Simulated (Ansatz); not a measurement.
AlB2-type HfB2, treated with PBEsol (Ansatz, a first-principles code, PAW).

Numerical settings: plane-wave cutoff 520 eV, 18×18×16 k mesh (along the axes of the cell as run), Fermi–Dirac smearing 0.05 eV, scalar-relativistic PAW data made under PBE.

Starting structure:

```xyz
3
Lattice="3.1400 0.0000 0.0000 -1.5700 2.7193 0.0000 0.0000 0.0000 3.4800" Properties=species:S:1:pos:R:3 pbc="T T T"
Hf     0.0000     0.0000     0.0000
B      1.5700     0.9064     1.7400
B      0.0000     1.8129     1.7400
```

Question: Into what structure does the relaxation of cell and atoms lead at this level, with the symmetry of the start kept?

Answer: The volume falls by 1.8 %; final space group P6/mmm.
```xyz
3
Lattice="3.1277 0.0000 0.0000 -1.5639 2.7087 0.0000 0.0000 0.0000 3.4459" Properties=species:S:1:pos:R:3 pbc="T T T"
Hf     0.0000     0.0000     0.0000
B      1.5639     0.9029     1.7229
B      0.0000     1.8058     1.7229
```
